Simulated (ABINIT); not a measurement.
A short convergence ladder for KCl (Fm-3m, 2 atoms in the cell)

```
CELL_PARAMETERS angstrom
      0.00000     3.13557     3.13557
      3.13557     0.00000     3.13557
      3.13557     3.13557     0.00000
ATOMIC_POSITIONS crystal
  K  0.00000 0.00000 0.00000
  Cl 0.50000 0.50000 0.50000
```

Base method: PBE, norm-conserving pseudopotentials (PseudoDojo nc-sr-05 PBE standard) (plane waves; ABINIT).

Base settings: pseudos = [K.upf, Cl.upf]; ecut = 37 Ha; occopt = 3; tsmear = 0.02 eV; ngkpt = 5 5 5; nshiftk = 1; shiftk = 0 0 0; potentials = PseudoDojo nc-sr-05 PBE standard; nband = 13; kptopt = 1.

**Zone-centre phonons against the cutoff**

In this ladder: occopt = 1; tsmear = default; nband = 8; toldfe = default; prtwf = default; prtden = default; istwfk = *1; tolvrs1 = 1e-16; ndtset = 3.

The mesh stays at the base's, so the ladder's end is converged at best in this setting alone.

Frequencies are those of the unrelaxed cell, without the LO-TO term of polar crystals.

Only quantities that move along the ladder and can be compared are tabulated.

| ecut | highest zone-centre frequency (cm⁻¹) |
|---|---|
| 18 Ha | 145.2 |
| 26 Ha | 142.5 |
| 31 Ha | 142.3 |
| 37 Ha | 142.4 |

Coarsest ecut that holds the highest zone-centre frequency within 2 cm⁻¹ of the last step, with all finer ones: 26 Ha; the step before is off by 2.8 cm⁻¹.

On the base run: the starting cell has typed, rounded lattice constants, without a prior relaxation at this level. Its lattice was rescaled by up to half a per cent.
